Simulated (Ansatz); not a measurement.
# Ag in the fcc (Cu type) structure (space group Fm-3m, No. 225)

Ag has the cubic space group Fm-3m (No. 225), the fcc (Cu type) structure, Pearson symbol cF4. Lattice parameters: a = b = c = 4.0548 Å, α = β = γ = 90.00°. Ag on 4a is coordinated by 12 Ag at 2.867 Å (cuboctahedral). (Neighbours: up to the widest gap in distance over summed covalent radii, below 1.35, at either atom.)
(The calculation used a cell of 1 atom; values per cell refer to that cell.)

Computed with PBEsol in Ansatz (plane waves to 420 eV, PAW, spin-orbit coupling left out), earlier PAW set. Γ-centred 20×20×20 mesh, Fermi–Dirac width 0.05 eV.

- Volume per atom: 16.67 Å³
- Density: 10.75 g/cm³
- Band gap: zero
- Total energy: -7522.307 eV/atom (σ→0; compares only within this code and set-up)

Whether these cells are dynamically stable was not tested.

Ansatz is a quantum-chemistry and plane-wave program.
